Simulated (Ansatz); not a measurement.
Bulk modulus B0 of B20 (FeSi-type) CoSi: levels of theory against measurement

Reference value: 207 GPa (measured, temperature not stated, not corrected to a static lattice; as tabulated in Electronic Structure of B20 (FeSi-Type) Transition-Metal Monosilicides …).

```
level (code)     value (GPa)  cell (Å³/atom)
---------------  -----------  --------------
LDA (Ansatz)             [?]           10.29
PBE (Ansatz)             219           10.87
PBEsol (Ansatz)          241           10.54
r²SCAN (Ansatz)          245           10.53
```

Q: Complete the blanks.

A: 
- LDA (Ansatz, a quantum-chemistry and plane-wave program), value (GPa): 254

Differences against the reference: LDA +23 %, PBE +5.8 %, PBEsol +16.4 %, r²SCAN +18.4 %.

The reference's temperature isn't stated, so close values are not ranked against it.

The measured value isn't corrected to a static lattice, so vibrations enter the comparison. A static lattice is as a rule stiffer than a warm one, by over a tenth in soft solids. The crystal itself was run without spin with LDA, PBE, PBEsol, r²SCAN; a magnetic state was not tried in these runs. Each level is taken at its own relaxed cell. Cutoffs differ between the levels. Ansatz's density-functional and Hartree–Fock values are scalar-relativistic unless marked +SOC, with PAW data made under PBE.

Differences are worked out from the printed values.
